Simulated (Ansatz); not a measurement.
The starting structures come from a database of crystals and need not be the phases stable at ambient conditions.

Input:

```yaml
crystal:
  lattice:
    - [5.69651, 0.00000, 0.00000]
    - [0.00000, 7.00668, 0.00000]
    - [2.84826, 2.33556, 1.64444]
  atoms:
    - { symbol: Ba, position: [0.00000, 0.99986, 0.00000] }
    - { symbol: Ti, position: [0.00000, 0.48667, 0.00000] }
    - { symbol: O, position: [0.00000, 0.51105, 0.50923] }
    - { symbol: O, position: [0.49077, 0.51105, 0.50923] }
    - { symbol: O, position: [0.50923, 0.02028, 0.98154] }
```

The cell is taken as given; by r2SCAN it stands under a pressure of -1.8 GPa.

Transport runs along the normal of the first two printed cell vectors, the (100) plane of the conventional cell.

The gap is the functional's own. No spin-orbit coupling. Mid-gap values are those at the computed energy nearest the middle.

Question: Estimate the band gap and the smallest decay constant κ at mid-gap that r2SCAN run with Ansatz (a quantum-chemistry and plane-wave program) returns for this system.

Answer: Gap 2.75 eV on a 18×18×18 mesh; κ = 0.358 1/Å, at (0.167, 0.000) of the in-plane reciprocal vectors. At the zone centre the slowest state has κ = 0.36 1/Å.
